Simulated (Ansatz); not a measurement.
Consider Rh-vacancy pair (Rh on one host Cu site, one Cu site vacant) in fcc Cu, neutral cell. The step: direct exchange of Rh with the vacancy (Rh-vacancy distance between ideal sites 2.57 Å throughout); the atom moves 2.44 Å along (0.00, 0.48, 0.48) of the unit cell; the moving atom starts with neighbours 4 Cu at 2.56, 2 Cu at 2.59, 5 Cu at 2.62 Å and ends with 4 Cu at 2.56, 2 Cu at 2.59, 5 Cu at 2.62 Å. A PBE band in Ansatz (plane-wave PAW, a 2×2×2 k-point mesh shifted by half a step, 32 host sites, 17 SCF runs with any check of the saddle's order, static, no finite-size correction) gives a forward barrier of 0.88 eV. The saddle point's order was not checked, and it lies on a symmetry element of the cell, where a band can be held. Forms of the defect that were not tried may lie lower.

Single points at the band's start and saddle point can refine it. Rough cost of one point, in units of the band's mean SCF on the same machine:

```csv
Level,Cost of one point
"PBE, a 4×4×4 k-point mesh shifted by half a step",about 5
"r2SCAN at 500 eV, a 2×2×2 k-point mesh shifted by half a step",about 3
```

### Question
Which of these move the barrier by more than 0.1 eV, and how far does each move it?

### Answer
PBE, a 4×4×4 k-point mesh shifted by half a step: +0.14 eV; r2SCAN at 500 eV, a 2×2×2 k-point mesh shifted by half a step: +0.02 eV. Each functional is compared with PBE at the same k-points.

Ansatz is a program for electronic structure.
